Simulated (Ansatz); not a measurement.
Given:

```xyz
4
Lattice="3.1286 0.0000 0.0000 -1.5643 2.7094 0.0000 0.0000 0.0000 5.0170" Properties=species:S:1:pos:R:3 pbc="T T T"
Al     1.5643     0.9031     2.5049
Al     0.0000     1.8063     5.0134
N      1.5643     0.9031     4.4185
N      0.0000     1.8063     1.9100
```

Space group of this cell: P6_3mc, wurtzite. The cell is taken as given; by r2SCAN its mean pressure is -4.4 GPa.

The current runs along the normal of the first two printed vectors, the (001) plane. All runs by Ansatz (a program for electronic structure), plane waves and PAW, without spin-orbit coupling; the base is r2SCAN.

```json
[
 {"run": "base", "mean pressure (GPa)": "-4.4", "gap (eV)": "4.69", "mid-gap κ (1/Å)": "0.281"},
 {"run": "all lengths scaled by 0.98", "mean pressure (GPa)": "8.9", "gap (eV)": "5.25", "mid-gap κ (1/Å)": "0.306"},
 {"run": "all lengths scaled by 1.02", "mean pressure (GPa)": "-14.6", "gap (eV)": "___", "mid-gap κ (1/Å)": "___"},
 {"run": "lda in place of r2scan", "mean pressure (GPa)": "-7.9", "gap (eV)": "4.07", "mid-gap κ (1/Å)": "0.262"},
 {"run": "lengths across the current scaled by 0.98, ions clamped", "mean pressure (GPa)": "4.4", "gap (eV)": "5.10", "mid-gap κ (1/Å)": "0.292"},
 {"run": "lengths across the current scaled by 1.02, ions clamped", "mean pressure (GPa)": "-11.6", "gap (eV)": "4.28", "mid-gap κ (1/Å)": "0.269"},
 {"run": "lengths along the current scaled by 0.97, ions clamped", "mean pressure (GPa)": "1.8", "gap (eV)": "4.88", "mid-gap κ (1/Å)": "0.302"},
 {"run": "lengths along the current scaled by 1.03, ions clamped", "mean pressure (GPa)": "-9.3", "gap (eV)": "___", "mid-gap κ (1/Å)": "___"},
 {"run": "pbesol in place of r2scan", "mean pressure (GPa)": "-3.1", "gap (eV)": "___", "mid-gap κ (1/Å)": "___"}
]
```

Task: Fill in the missing entries.

Result: 
- all lengths scaled by 1.02, gap (eV): 4.15
- all lengths scaled by 1.02, mid-gap κ (1/Å): 0.257
- lengths along the current scaled by 1.03, ions clamped, gap (eV): 4.47
- lengths along the current scaled by 1.03, ions clamped, mid-gap κ (1/Å): 0.261
- pbesol in place of r2scan, gap (eV): 3.97
- pbesol in place of r2scan, mid-gap κ (1/Å): 0.255
